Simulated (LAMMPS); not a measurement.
System: a melt made from SiO2 (stishovite, a high-pressure form), 576 atoms, at 3000 K and 0 GPa, brought to that temperature within a few picoseconds.

Method: classical MD, Buckingham potential of van Beest, Kramer and van Santen, Phys. Rev. Lett. 64, 1955 (1990), used with rigid ions (no shells), PPPM sums, short-range terms cut at 10 Å, modified for these runs by an r^-4 repulsive force inside the short-range force's maximum (LAMMPS).

```
r (Å)  g(r), O-Si
-----  ----------
1.260       0.000
1.300       0.031
1.340       0.037
1.380       0.237
1.420       0.697
1.460        2.21
1.500        4.53
1.540        7.15
1.580        9.16
1.620        9.14
1.660        7.92
1.700        6.20
1.740        4.06
1.780        2.48
1.820        1.51
1.860       0.904
1.900       0.591
1.940       0.250
1.980       0.179
2.020       0.133
2.060       0.091
2.100       0.060
2.140       0.075
2.180       0.036
2.220       0.048
2.260       0.057
2.300       0.040
2.340       0.056
2.380       0.033
2.420       0.070
2.460       0.053
2.500       0.091
2.540       0.076
2.580       0.084
2.620       0.091
2.660       0.075
2.700       0.124
2.740       0.145
2.780       0.173
2.820       0.203
2.860       0.178
2.900       0.221
2.940       0.287
2.980       0.310
3.020       0.325
3.060       0.456
3.100       0.487
3.140       0.522
3.180       0.553
3.220       0.658
3.260       0.713
3.300       0.782
3.340       0.874
3.380       0.940
3.420       0.946
3.460        1.04
3.500        1.09
3.540        1.20
3.580        1.34
3.620        1.33
3.660        1.43
3.700        1.42
3.740        1.46
3.780        1.60
3.820        1.61
3.860        1.64
3.900        1.70
3.940        1.70
3.980        1.67
4.020        1.76
4.060        1.71
4.100        1.67
4.140        1.64
4.180        1.58
4.220        1.49
4.260        1.44
4.300        1.37
4.340        1.26
4.380        1.22
4.420        1.12
4.460        1.04
4.500       0.950
4.540       0.907
4.580       0.820
4.620       0.802
4.660       0.739
4.700       0.733
4.740       0.789
4.780       0.711
4.820       0.703
4.860       0.709
4.900       0.708
4.940       0.715
4.980       0.687
5.020       0.740
5.060       0.709
5.100       0.756
5.140       0.761
5.180       0.778
5.220       0.778
5.260       0.846
```

The data show:
- state found: slow or partial motion within 42 ps, no clear phase
- first peak of g(r), O-Si: 1.61 Å, height 9.2
- coordination number of O by Si: 2.03 (counted to 2.30 Å)
- coordination number of Si by O: 4.06 (counted to 2.30 Å)
